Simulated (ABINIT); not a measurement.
Band structure of ScBPt₃ (Pm-3m, 5 atoms in the cell).

```
CELL_PARAMETERS angstrom
      4.27026     0.00000     0.00000
      0.00000     4.27026     0.00000
      0.00000     0.00000     4.27026
ATOMIC_POSITIONS crystal
  Sc 0.00000 0.00000 0.00000
  B  0.50000 0.50000 0.50000
  Pt 0.00000 0.50000 0.50000
  Pt 0.50000 0.00000 0.50000
  Pt 0.50000 0.50000 0.00000
```

Computed with PBEsol, norm-conserving pseudopotentials (PseudoDojo nc-sr-04 PBEsol standard) (plane waves; ABINIT 10.0.3).

Settings: pseudos = [Sc.upf, B.upf, Pt.upf]; ecut = 84 Ry; occopt = 7; tsmear = 0.05 eV; ngkpt = 5 5 5; nshiftk = 1; shiftk = 0 0 0; potentials = PseudoDojo nc-sr-04 PBEsol standard; kptopt = 1; nstep = 80; tolvrs1 = 1e-12; ndtset = 2; getden2 = 1.

The starting cell comes from a database of computed structures (which also holds hypothetical and non-ambient phases and stackings), without a prior relaxation at this level. Its lattice was rescaled by a random factor within 2.5 % of one. Spin-orbit coupling is off. Spin polarisation is off.

Levels in eV from the Fermi level, bands 31 to 38:
| point | 31 | 32 | 33 | 34 | 35 | 36 | 37 | 38 |
|---|---|---|---|---|---|---|---|---|
| Γ | -2.26 | -1.06 | -1.03 | -1.03 | -1.03 | 1.31 | 1.31 | 2.37 |
| X | -2.64 | -2.23 | -1.03 | 0.29 | 0.29 | 1.17 | 1.32 | 1.58 |
| M | -2.55 | -2.23 | -1.70 | -0.31 | -0.31 | 0.90 | 0.90 | 1.38 |
| R | -1.21 | -1.21 | -0.71 | -0.71 | -0.71 | 0.22 | 0.22 | 0.22 |

Bands cross the Fermi level along this path, so the cell is metallic at this level.
